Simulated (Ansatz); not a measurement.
Start from ZnSe in the zinc blende structure (space group F-43m, No. 216).

```cif
data_Se4Zn4
_chemical_formula_sum 'Se4 Zn4'
_space_group_name_H-M_alt 'F-43m'
_space_group_IT_number 216
_space_group_name_Hall 'F -4 2 3'
_cell_length_a 5.66546
_cell_length_b 5.66546
_cell_length_c 5.66546
_cell_angle_alpha 90.000
_cell_angle_beta 90.000
_cell_angle_gamma 90.000
loop_
_atom_site_label
_atom_site_type_symbol
_atom_site_symmetry_multiplicity
_atom_site_Wyckoff_symbol
_atom_site_fract_x
_atom_site_fract_y
_atom_site_fract_z
_atom_site_occupancy
Se1 Se 4 c 0.25000 0.25000 0.25000 1
Zn1 Zn 4 a 0.00000 0.00000 0.00000 1
```
(The calculation used a cell of 2 atoms; values per cell refer to that cell.)

All numbers come from DFT with r2SCAN, PAW potentials and a 500 eV plane-wave cutoff in Ansatz (a program for electronic structure), without spin-orbit coupling.

Before the change:

- Gap character: direct at Γ
- Band gap: 1.87 eV
- Shortest interatomic distance: 245.3 pm
- Width of the top valence band: 2.71 eV

The change: a hydrostatic pressure of 0.3 GPa.

Problem. What does the calculation give for the gap character, band gap, shortest interatomic distance and width of the top valence band after the change?

Solution. The gap character is still direct at Γ; the band gap rises by 0.02 eV (1.87 eV → 1.89 eV); the shortest interatomic distance decreases by 0.4 pm, from 245.3 pm to 244.9 pm; the width of the top valence band rises by 0.02 eV to 2.73 eV.

Load acts through the strain it causes; cell and atoms are relaxed under it. Stability against distortions was not tested.
